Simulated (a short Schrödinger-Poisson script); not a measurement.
System: single Ge/Si0.15Ge0.85 quantum well.

| layer | material | thickness (nm) |
|---|---|---|
| 1 | Si0.15Ge0.85 | 20 |
| 2 | Ge | 15 |
| 3 | Si0.15Ge0.85 | 20 |

Constants are typed, rounded textbook-type inputs, not results; the design itself was drawn at random and stands for no fabricated device. Ge: direct gap (eV) 0.88, conduction-band edge (eV) 0, electron mass (mₑ) 0.041, heavy-hole mass 0.21, light-hole mass 0.046. Si0.15Ge0.85: direct gap (eV) 1.36, conduction-band edge (eV) 0.4, electron mass (mₑ) 0.053, heavy-hole mass 0.24, light-hole mass 0.06.

The valence-band edge of each layer lies one gap below its conduction-band edge. The electron's potential energy rises along the stack by the applied field. Mesh 0.03 nm at interfaces.

Question: Estimate e1 and hh1 for infinitely high walls at zero field, and compare with the finite well.

Answer: ħ²π²/(2mL²) gives 40.8 meV for the electron and 8.0 meV for the heavy hole. The finite well gives 26.8 and 5.4 meV, 0.66 and 0.68 of the estimates, as the states reach into the barriers (1 % of e1 lies outside the well).

From a short Schrödinger-Poisson script (our own, NumPy): one-band effective-mass equation with BenDaniel-Duke matching, electrons, heavy and light holes apart, hard walls at the outer ends, one valence edge for both holes (no strain splitting), no charge, excitons, band mixing or non-parabolicity; under a field the levels are quasi-bound states of a box, listed while three quarters of their weight lies within 4 nm of the wells.
